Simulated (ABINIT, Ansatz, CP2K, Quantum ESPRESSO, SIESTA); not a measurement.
**One structure in several programs: HfB2 (P6/mmm, 3 atoms in the cell)**

Self-consistent single point.

```yaml
crystal:
  lattice:
    - [3.17967, 0.00000, 0.00000]
    - [-1.58984, 2.75367, 0.00000]
    - [0.00000, 0.00000, 3.53140]
  atoms:
    - { symbol: Hf, position: [0.00000, 0.00000, 0.00000] }
    - { symbol: B, position: [0.33333, 0.66667, 0.50000] }
    - { symbol: B, position: [0.66667, 0.33333, 0.50000] }
```

Shared settings, as Ansatz (a program for electronic structure) writes them: kpoints.mp_grid.grid = 8 8 6; scf.occupations.method = fermi_dirac; scf.occupations.width = 0.1 eV. Potentials and cutoffs stand in the table.

| code | model | pressure (GPa) | cutoff |
|---|---|---|---|
| CP2K | LDA (Pade form), GPW, DZVP-MOLOPT-SR-GTH basis, GTH-PADE potentials (GTH_POTENTIALS) | -28.18 | grid 500 Ry |
| Ansatz | LDA (PW92), default PAW files made with PBE | -18.90 | default |
| Quantum ESPRESSO | LDA (PZ), GBRV 1.5 ultrasoft (LDA) pseudopotentials | -18.41 | 40 Ry |
| SIESTA | LDA PW92, numerical atomic orbitals DZP, PseudoDojo LDA standard norm-conserving potentials (rewritten from UPF to PSML) | -19.36 | grid 350 Ry |
| ABINIT | LDA (PW92), norm-conserving pseudopotentials (PseudoDojo nc-sr-04 LDA standard) | -19.94 | 38 Ha |

On Ansatz's run: spin-orbit coupling is off.

The spread over the programs that give each value: pressure within 9.77 GPa.

CP2K and SIESTA use small atom-centred bases, whose incompleteness enters pressures, forces and empty levels differently from a plane-wave cutoff. Ansatz's pressure is given at a fixed set of plane waves, as the other plane-wave codes print theirs; with its correction for the finite basis it is -18.73 GPa. The same LDA comes in different parametrisations, which differ slightly. In the pressure, CP2K (by 9.29) and ABINIT (by 1.05) lie more than 1 GPa from the median of the plane-wave programs.

The starting cell comes from a database of computed structures (which also holds hypothetical and non-ambient phases and stackings), without a prior relaxation at this level. Its lattice was rescaled by a random factor within 2.5 % of one.

Left out of this page: GPAW, Elk and FLEUR (not drawn, or without a comparable value).

Keys are those of Ansatz 0.2.
